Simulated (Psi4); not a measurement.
Psi4 1.11, PBE/def2-svp: Zr(OMe)(NH2)(Me)2 (C[O][Zr]([CH3])([CH3])[NH2]), 17 atoms. The geometry is a generated start, not checked to be a minimum at this level.

```json
{
 "task": "energy",
 "method": "pbe",
 "basis": "def2-svp",
 "memory": "3 GB",
 "maxiter": "100",
 "keys_of_the_molecule_block": "symmetry c1",
 "scf_type": "df (default)",
 "e_convergence": "1e-06 (default)",
 "d_convergence": "1e-06 (default)",
 "dft_radial_points": "75 (default)",
 "dft_spherical_points": "302 (default)",
 "effective_core_potentials": "those of the basis set, past Kr",
 "basis_functions": "156",
 "grid_points": "364052"
}
```

```xyz
17

Zr     0.6167     0.0924     0.1522
O      0.6146    -0.7309    -1.5701
C     -0.6110    -1.1347    -2.0946
H     -1.4195    -0.4149    -1.8475
H     -0.5398    -1.2022    -3.1899
H     -0.8972    -2.1337    -1.7153
N      2.3765     0.3114     1.1399
H      2.7175    -0.3411     1.8559
H      2.8149     1.2168     1.3296
C     -0.3441     2.1065    -0.0868
H     -0.8857     2.4330     0.8185
H     -1.0714     2.1038    -0.9171
H      0.4053     2.8849    -0.3174
C     -0.7560    -1.1252     1.4443
H     -0.5840    -2.2044     1.2700
H     -1.8148    -0.9160     1.2033
H     -0.6220    -0.9458     2.5249
```

Charge 0 and multiplicity 1 are set for this test and not shown to be the ground state.

With the defaults (diis = true, scf_initial_accelerator = adiis, damping_percentage = 0, diis_max_vecs = 10, guess = auto, which took SAD, level_shift = 0, level_shift_cutoff = 0.01, diis_start = 1) it converges in 11 SCF iterations. One run each on 2 threads, with these changes:
- guess = core
- diis_start = 4
- level_shift = 0.5, level_shift_cutoff = 0.001
- diis = false, scf_initial_accelerator = none, damping_percentage = 60
- diis_max_vecs = 20
- scf_initial_accelerator = ediis
- diis_max_vecs = 6
- level_shift = 0.1, level_shift_cutoff = 0.001
- guess = sapgau

Q: Which runs fail or end elsewhere than the default run?

A: No convergence: diis = false, scf_initial_accelerator = none, damping_percentage = 60 (the run ends without SCF convergence in 100 iterations). The rest reach the solution of the defaults. So do 10 further settings that aren't listed.

| setting | SCF iterations | end |
|---|---|---|
| level_shift = 0.5, level_shift_cutoff = 0.001 | 10 | same solution |
| the defaults | 11 | same solution |
| level_shift = 0.1, level_shift_cutoff = 0.001 | 11 | same solution |
| diis_max_vecs = 20 | 11 | same solution |
| scf_initial_accelerator = ediis | 11 | same solution |
| diis_max_vecs = 6 | 12 | same solution |
| guess = core | 16 | same solution |
| guess = sapgau | 17 | same solution |
| diis_start = 4 | 18 | same solution |
| diis = false, scf_initial_accelerator = none, damping_percentage = 60 | 100 | no convergence |

2 further runs of the study ended by our limits or in an error and are left out.
